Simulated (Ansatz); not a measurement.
# A computed series for Ru: response to strain

The parent structure is Ru in the hcp (Mg type) structure (space group P6_3/mmc, No. 194; a = 2.7043 Å, c = 4.2629 Å; relaxed with 0.1 eV smearing). Axes: x lies along a and z along c of the hexagonal cell.

Strains are applied to the cell and any free atomic positions relax.

Method: r2SCAN (Ansatz, a first-principles code, PAW, no spin-orbit coupling).

Notes on the quantities. energy relative to the base: free energy F.

```tsv
uniaxial strain ε_xx (%)	energy relative to the base (meV/atom)
0	0.0
0.5	0.6
1	2.5
1.5	5.5
2	9.6
2.5	?
3	20.9
```

Fit ΔE = Aε² + Bε³ (ε in %) to the rows shown and predict the withheld row.

Least squares on the printed values gives A = 2.56 and B = -0.080 meV/atom (largest residual 0.0 meV/atom); this predicts 14.8 meV/atom, and the run gives 14.7 meV/atom, in agreement.

Stability against distortions was not tested. The final runs are not spin-polarised.
